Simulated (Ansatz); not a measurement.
An Ansatz (a program for electronic structure) input (DFT with PBEsol, PAW potentials and a 420 eV plane-wave cutoff in Ansatz, no SOC):

Ansatz 0.2 input:
```yaml
crystal:
  lattice:
    - [0, 2.5612358026, 2.5612358026]
    - [2.5612358026, 0, 2.5612358026]
    - [2.5612358026, 2.5612358026, 0]
  atoms:
    - { symbol: Sr, position: [0.5, 0.5, 0.5] }
    - { symbol: O, position: [0, 0, 0] }
basis: { ecutwfc: 420, ecutrho_ratio: 4, xc_grid: 2, fft_grid_basis: typed }
kpoints: { mp_grid: { grid: [25, 25, 25] } }
hamiltonian:
  xc: pbesol
  dispersion: none
  pseudopotentials: { kind: paw }
total_charge: -0.168015
scf: { occupations: { method: fermi_dirac, width: 0.0259 }, convergence: { dr2_threshold: 0.0000000002 } }
relax: { f_tol: 0.005, max_steps: 30 }
output: { forces: true, stress: true }
checkpoint: { write: state.ck, write_every: 1000 }
```

Problem. Which symmetry and how many k-points will the program report, and about how many plane waves at Γ?

Solution. Space group Fm-3m (ITA 225) with 48 operations, k-points 455 of 15625, and 645 plane waves at Γ.

Charged cell with a jellium background: band edges are those of the host's band count, energies are not comparable with the neutral cell, and many-body gap narrowing is missing. Stability against distortions was not tested. The cell was made from SrO in the rock salt structure (space group Fm-3m, No. 225) by this change: electrons 5.0×10^21 cm⁻³.
